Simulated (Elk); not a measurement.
**Worked example: self-consistent single point of Au (Fm-3m, 1 atom in the cell) in Elk**

Method: Elk 10.2.4 with PBEsol, all-electron FP-LAPW, Elk's shipped species files, APW+lo basis with extra local orbitals.

Input as run:

```
tasks
  0

xctype
  22

rgkmax
  7.5

gmaxvr
  14.0

nxlo
  2

lorbcnd
  .true.

rmtscf
  0.91

lmaxi
  3

stype
  3

swidth
  0.00367493

avec
    0.0000000000    3.8434761704    3.8434761704
    3.8434761704    0.0000000000    3.8434761704
    3.8434761704    3.8434761704    0.0000000000

atoms
  1   : nspecies
  'Au.in'   : spfname
  1   : natoms; atposl, bfcmt below
  0.0000000000  0.0000000000  0.0000000000    0.0 0.0 0.0

ngridk
  8 8 8
```

Output (repeated stretches shortened):

```
│ Elk code version 10.2.4 │

All units are atomic (Hartree, Bohr, etc.)

│ Ground-state run starting from atomic densities │

Lattice vectors :
   0.000000000       3.843476170       3.843476170
   3.843476170       0.000000000       3.843476170
   3.843476170       3.843476170       0.000000000

Unit cell volume      :    113.5540358
Brillouin zone volume :    2.184424461

Muffin-tin inner radius fraction :   0.1000000000E-01

Nuclei treated as point charges

Species :    1 (Au)
 parameters loaded from : Au.in
 name : gold
 nuclear charge    :   -79.00000000
 electronic charge :    79.00000000
 atomic mass :    359048.0559
 muffin-tin radius :    2.548000000
 number of radial points in muffin-tin :    697
 atomic positions (lattice), magnetic fields (Cartesian) :
   1 :   0.00000000  0.00000000  0.00000000    0.00000000  0.00000000  0.00000000

Total number of atoms per unit cell :    1

Spin treatment :
 spin-unpolarised

Number of Bravais lattice symmetries :   48
Number of crystal symmetries         :   48
Crystal has inversion symmetry
Real symmetric eigensolver will be used

k-point grid :      8     8     8
k-point offset :    0.000000000       0.000000000       0.000000000
k-point set is reduced with full crystal symmetry group
Total number of k-points :       29

Muffin-tin radius times maximum |G+k| :    7.500000000
 using average radius
Maximum |G+k| for APW functions       :    2.943485086
Maximum (1/2)|G+k|²                   :    4.332052227
Maximum |G| for potential and density :    14.00000000
 potential will be trimmed for |G| > 2 gkmax
Constant for pseudocharge density :    9
Radial integration step length :    4

G-vector grid sizes :     25    25    25
Number of G-vectors :     5209

Maximum angular momentum used for
 APW functions                      :    8
 outer part of muffin-tin           :    6
 inner part of muffin-tin           :    3

Total nuclear charge    :   -79.00000000
Total core charge       :    48.00000000
Total valence charge    :    31.00000000
Total excess charge     :    0.000000000
Total electronic charge :    79.00000000

Effective Wigner radius, rₛ :   0.7001035682

Number of empty states         :    4
Total number of valence states :   20
Total number of core states    :   48

Conduction state local-orbitals added automatically
Total number of local-orbitals :  100

Exchange-correlation functional :     22     0     0
 PBEsol, Phys. Rev. Lett. 100, 136406 (2008)
 gradient requirement :    1
 generalised gradient approximation (GGA)

Smearing type :    3
 Fermi-Dirac
Smearing width :   0.3674930000E-02
Effective electronic temperature (K) :    1160.451112

Mixing type :    3
 Broyden mixing, J. Phys. A: Math. Gen. 17, L317 (1984)

Kohn-Sham potential initialised from atomic data

│ Self-consistent loop started │
│ Loop number : 1 │
 total energy                :     -19038.4825273
│ Loop number : 2 │
 total energy                :     -19038.8630923
RMS change in Kohn-Sham potential (target) :   0.1884735972     (  0.1000000000E-05)
Absolute change in total energy (target)   :   0.3805649362     (  0.1000000000E-03)
│ Loop number : 3 │
 total energy                :     -19039.9507474
RMS change in Kohn-Sham potential (target) :   0.1685164425     (  0.1000000000E-05)
Absolute change in total energy (target)   :    1.182796313     (  0.1000000000E-03)
│ Loop number : 4 │
 total energy                :     -19040.4124199
RMS change in Kohn-Sham potential (target) :   0.1462657960     (  0.1000000000E-05)
Absolute change in total energy (target)   :   0.7573716439     (  0.1000000000E-03)
│ Loop number : 5 │
 total energy                :     -19041.4525542
RMS change in Kohn-Sham potential (target) :   0.7101744044E-01 (  0.1000000000E-05)
Absolute change in total energy (target)   :    1.229477156     (  0.1000000000E-03)
│ Loop number : 6 │
 total energy                :     -19042.2584042
RMS change in Kohn-Sham potential (target) :   0.2173970718E-01 (  0.1000000000E-05)
Absolute change in total energy (target)   :    1.113219288     (  0.1000000000E-03)
│ Loop number : 7 │
 total energy                :     -19042.7067004
RMS change in Kohn-Sham potential (target) :   0.3376593057E-03 (  0.1000000000E-05)
Absolute change in total energy (target)   :   0.7266010661     (  0.1000000000E-03)
│ Loop number : 8 │
 total energy                :     -19042.7245979
RMS change in Kohn-Sham potential (target) :   0.1090811878E-03 (  0.1000000000E-05)
Absolute change in total energy (target)   :   0.1995477696     (  0.1000000000E-03)
│ Loop number : 9 │
 total energy                :     -19042.7259726
RMS change in Kohn-Sham potential (target) :   0.9876970049E-04 (  0.1000000000E-05)
Absolute change in total energy (target)   :   0.5126164903E-01 (  0.1000000000E-03)
│ Loop number : 10 │
 total energy                :     -19042.7246774
RMS change in Kohn-Sham potential (target) :   0.7419321188E-04 (  0.1000000000E-05)
Absolute change in total energy (target)   :   0.1152016616E-01 (  0.1000000000E-03)
│ Loop number : 11 │
 total energy                :     -19042.7190112
RMS change in Kohn-Sham potential (target) :   0.3975249233E-05 (  0.1000000000E-05)
Absolute change in total energy (target)   :   0.2786171310E-02 (  0.1000000000E-03)
│ Loop number : 12 │
 total energy                :     -19042.7185264
RMS change in Kohn-Sham potential (target) :   0.1828102799E-05 (  0.1000000000E-05)
Absolute change in total energy (target)   :   0.1181293843E-02 (  0.1000000000E-03)
│ Loop number : 13 │
 total energy                :     -19042.7185560
RMS change in Kohn-Sham potential (target) :   0.9084720347E-06 (  0.1000000000E-05)
Absolute change in total energy (target)   :   0.2657072946E-03 (  0.1000000000E-03)
│ Loop number : 14 │
 total energy                :     -19042.7185774
RMS change in Kohn-Sham potential (target) :   0.2549690479E-06 (  0.1000000000E-05)
Absolute change in total energy (target)   :   0.4501445437E-04 (  0.1000000000E-03)
Convergence targets achieved

│ Loop number : 15 │

Energies :
 Fermi                       :     0.349171525205
 sum of eigenvalues          :     -11709.7206537
 electron kinetic            :      21879.4738904
 core electron kinetic       :      20995.1465985
 Coulomb                     :     -40561.9031932
 Coulomb potential           :     -33114.6687448
 nuclear-nuclear             :     -1455.52353990
 electron-nuclear            :     -45098.0905618
 Hartree                     :      5991.71090851
 Madelung                    :     -24004.5688208
 xc potential                :     -474.525799281
 exchange                    :     -354.866951698
 correlation                 :     -5.42162515771
 electron entropic           :    -0.701033532360E-03
 total energy                :     -19042.7185807

Density of states at Fermi energy :    15.99349130
 (states/Hartree/unit cell)

Estimated indirect band gap :   0.9340297914E-02
 from k-point     23 to k-point     25
Estimated direct band gap   :   0.8074870503E-01
 at k-point      9

Charges :
 core                        :    48.00000000
 valence                     :    31.00000000
 interstitial                :    1.402609254
 muffin-tins (core leakage)
  species :    1 (Au)
   atom    1                 :    77.59739075     (  0.3837408600E-03)
 total in muffin-tins        :    77.59739075
 total calculated charge     :    78.99491108
 total charge                :    79.00000000
 error                       :   0.5088917581E-02

│ Self-consistent loop stopped │
```

The run converged in 15 iterations. The count includes the last loop, which Elk runs after its targets are met.

The starting cell has typed, rounded lattice constants, without a prior relaxation at this level. Its lattice was rescaled by up to half a per cent. Spin-orbit coupling is off. Values depend on the basis (sphere radii, cutoffs, local orbitals), which need not be converged. The log's line on a gap gives a spacing of levels on this mesh, which the program prints for metals too.
